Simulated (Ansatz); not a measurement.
System: ZnSe (model structure, started from the BeO type, P4₂/mnm, No. 136, 8 atoms in the cell). Method: r²SCAN in Ansatz (plane waves, PAW).

Run with plane-wave cutoff 560 eV, 6×6×10 k mesh (along the axes of the cell as run), Fermi–Dirac smearing 0.01 eV, scalar-relativistic PAW data made under PBE.

Cell (relaxed at this level):

```cif
data_Se4Zn4
_chemical_formula_sum 'Zn4 Se4'
_space_group_name_H-M_alt 'P42/mnm'
_space_group_IT_number 136
_space_group_name_Hall '-P 4n 2n'
_cell_length_a 6.88893
_cell_length_b 6.88893
_cell_length_c 4.02819
_cell_angle_alpha 90.000
_cell_angle_beta 90.000
_cell_angle_gamma 90.000
loop_
_atom_site_label
_atom_site_type_symbol
_atom_site_symmetry_multiplicity
_atom_site_Wyckoff_symbol
_atom_site_fract_x
_atom_site_fract_y
_atom_site_fract_z
_atom_site_occupancy
Zn1 Zn 4 g 0.17344 0.17344 0.50000 1
Se1 Se 4 f 0.31263 0.31263 0.00000 1
```

Task: Estimate the band gap that the calculation returns.

Result: 
- band gap: 2.01 eV (direct)

Note: the relaxation could raise the start's symmetry but not lower it, so the cell can be a saddle point.

Spin–orbit coupling is not included.

Static lattice: no zero-point or thermal effects.

Computing time: around 100 core-seconds (rough).

A model structure was made by putting elements into a prototype or built by hand; it is no filed structure, need not be a known phase, and can be a saddle point held by its symmetry.

Ansatz is a quantum-chemistry and plane-wave program.
